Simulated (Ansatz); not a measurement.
Formation energy of the bound charge states of Ru interstitial in beta Si3N4 (start: void with 6N6Si nearest; 84-site cell, 2×2×2 shifted sampling) against the Fermi level, Si-rich (Δμ(Ru) = -1.27 eV, bounded by RuSi (P2_13); only phases computed here count, gases as isolated molecules at 0 K). All values below come from PBE, PAW (plane waves to 420 eV; Ansatz, a quantum-chemistry and plane-wave program).

Cell and caveats: 84-site cell; 2×2×2 shifted k-points; host gap 4.25 eV; charged states image-corrected; corrections pass 1 eV, so highly charged states may be off by several tenths; flagged in the runs: a host whose relaxation on this sampling wasn't shown to rest, a strain field that reaches the edge of the cell.

```json
[
 {"E_F − E_VBM (eV)": "0.00", "q = +2": "3.75", "q = +1": "4.81", "q = 0": "6.81", "q = −1": "10.04"},
 {"E_F − E_VBM (eV)": "0.53", "q = +2": "4.81", "q = +1": "5.34", "q = 0": "6.81", "q = −1": "9.51"},
 {"E_F − E_VBM (eV)": "1.06", "q = +2": "5.87", "q = +1": "5.87", "q = 0": "6.81", "q = −1": "8.98"},
 {"E_F − E_VBM (eV)": "1.60", "q = +2": "6.94", "q = +1": "6.41", "q = 0": "6.81", "q = −1": "8.45"},
 {"E_F − E_VBM (eV)": "2.13", "q = +2": "8.00", "q = +1": "6.94", "q = 0": "6.81", "q = −1": "7.91"},
 {"E_F − E_VBM (eV)": "2.66", "q = +2": "9.06", "q = +1": "7.47", "q = 0": "6.81", "q = −1": "7.38"},
 {"E_F − E_VBM (eV)": "3.19", "q = +2": "10.13", "q = +1": "8.00", "q = 0": "6.81", "q = −1": "6.85"},
 {"E_F − E_VBM (eV)": "3.72", "q = +2": "11.19", "q = +1": "8.53", "q = 0": "6.81", "q = −1": "6.32"},
 {"E_F − E_VBM (eV)": "4.25", "q = +2": "12.26", "q = +1": "9.07", "q = 0": "6.81", "q = −1": "5.79"}
]
```

Crossings of the lowest lines: (+2/+1) at 1.06 eV; (+1/0) at 2.00 eV; (0/−1) at 3.23 eV.
